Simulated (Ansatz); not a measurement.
Input and output of a self-consistent single point for Re3Tc (P6_3/mmc, 8 atoms in the cell) (Ansatz, a program for electronic structure).

Method of the run: PBEsol, PAW files (plane waves; Ansatz).

The change in words: lattice scaled by 0.98. Reference geometry:
```
CELL_PARAMETERS angstrom
      5.47758     0.00000     0.00000
     -2.73879     4.74372     0.00000
      0.00000     0.00000     4.42934
ATOMIC_POSITIONS crystal
  Tc 0.33333 0.66667 0.75000
  Tc 0.66667 0.33333 0.25000
  Re 0.16651 0.33303 0.25000
  Re 0.83349 0.66697 0.75000
  Re 0.83349 0.16651 0.75000
  Re 0.16651 0.83349 0.25000
  Re 0.66697 0.83349 0.25000
  Re 0.33303 0.16651 0.75000
```

Reference input (self-consistent single point, DFT, PBEsol, plane waves, PAW files): kpoints.mp_grid.grid = 4 4 5; hamiltonian.xc = pbesol; hamiltonian.pseudopotentials = {kind: paw} (the program's default PAW files); scf.occupations.method = gaussian; scf.occupations.width = 0.2 eV. This run's input differs from it in these lines:

```diff
@@ -3,5 +3,5 @@
   lattice:
-    - [5.477578, 0.000000, 0.000000]
-    - [-2.738789, 4.743721, 0.000000]
-    - [0.000000, 0.000000, 4.429342]
+    - [5.368026, 0.000000, 0.000000]
+    - [-2.684013, 4.648847, 0.000000]
+    - [0.000000, 0.000000, 4.340755]
   atoms:
```

Output, abridged:

```
SCF iter   1: F=—  HF=-75107.081832 eV  |F-HF|=—  |Δ(HF+E_count)|=         —  Δρ=6.94e-2  dr2=7.04e0  ethr=3.10e-3  ⟨swp⟩=4.9  Hψ=2638  notcnv=0
all-band conjugate gradients solve this SCF's bands
preconditioner: auto → Kerker (q_TF=auto, 2.775 Å⁻¹)
SCF iter   2: F=—  HF=-75105.700306 eV  |F-HF|=—  |Δ(HF+E_count)|=    1.38e0  Δρ=3.83e-2  dr2=2.03e0  ethr=3.10e-3  ⟨swp⟩=2.8  Hψ=1367  notcnv=0  defer=47
   [... lines left out ...]
SCF iter   4: F=—  HF=-75105.158792 eV  |F-HF|=—  |Δ(HF+E_count)|=   7.12e-5  Δρ=8.68e-4  dr2=1.42e-3  ethr=9.07e-6  ⟨swp⟩=2.2  Hψ=1402  notcnv=0  defer=46
SCF iter   5: F=—  HF=-75105.158589 eV  |F-HF|=—  |Δ(HF+E_count)|=   2.03e-4  Δρ=1.22e-4  dr2=1.83e-5  ethr=1.19e-6  ⟨swp⟩=2.0  Hψ=1069  notcnv=0  defer=46
SCF iter   6: F=—  HF=-75105.158569 eV  |F-HF|=—  |Δ(HF+E_count)|=   2.00e-5  Δρ=3.13e-5  dr2=1.22e-6  ethr=1.52e-8  ⟨swp⟩=2.0  Hψ=1167  notcnv=0  defer=46
SCF iter   7: F=-75105.158568 eV  HF=-75105.158568 eV  |F-HF|=2.18e-8  |Δ(HF+E_count)|=   3.49e-7  Δρ=4.86e-6  dr2=3.44e-8  ethr=8.33e-11  ⟨swp⟩=9.8  Hψ=3342  notcnv=0
SCF 1 converged in 7 iterations: F = -75105.158568 eV  dr2 = 3.44e-8
Free energy (F): -75105.158568 eV
Internal energy: -75105.048369 eV  (E = F + TS)
E sigma→0 (E₀):  -75105.103469 eV
Entropy (-TS):   -0.110199 eV (-13.775 meV/atom)
Fermi energy:    25.621768 eV
--- Forces (eV/Å), atoms counted from 1 ---
  atom   1  Tc     0.00000000     0.00000000     0.00000000
  atom   2  Tc     0.00000000    -0.00000000     0.00000000
  atom   3  Re    -0.00000000     0.04977367     0.00000000
  atom   4  Re     0.00000000    -0.04977367     0.00000000
  atom   5  Re    -0.04310526     0.02488683     0.00000000
  atom   6  Re     0.04310526    -0.02488683     0.00000000
  atom   7  Re    -0.04310526    -0.02488683     0.00000000
  atom   8  Re     0.04310526     0.02488683     0.00000000
--- Stress (GPa, compression-positive) ---
       27.772235       0.000000       0.000000
       -0.000000      27.772235       0.000000
        0.000000       0.000000      26.119506
  P = ⅓ Tr σ = 27.2213 GPa (272.213 kbar)
  The stress holds the Pulay correction. Without it, at fixed plane waves, as pw.x and ABINIT print it: P = 27.1921 GPa
```

The run converged in 7 iterations. Against the reference run the free energy goes up by 70.7 meV/atom, the pressure goes from 0.93 to 27.22 GPa and the largest force goes from 0.007 to 0.050 eV/Å.

The starting cell comes from a database of computed structures (which also holds hypothetical and non-ambient phases and stackings), without a prior relaxation at this level. Its lattice was rescaled by a random factor within 2.5 % of one. For this run, on top of that: lattice scaled by 0.98. Spin polarisation is off. With a pressure of about 27 GPa the cell is away from its equilibrium volume at this level. Ansatz's pressure includes its estimate of the finite-basis (Pulay) stress.

Keys are those of Ansatz 0.2.
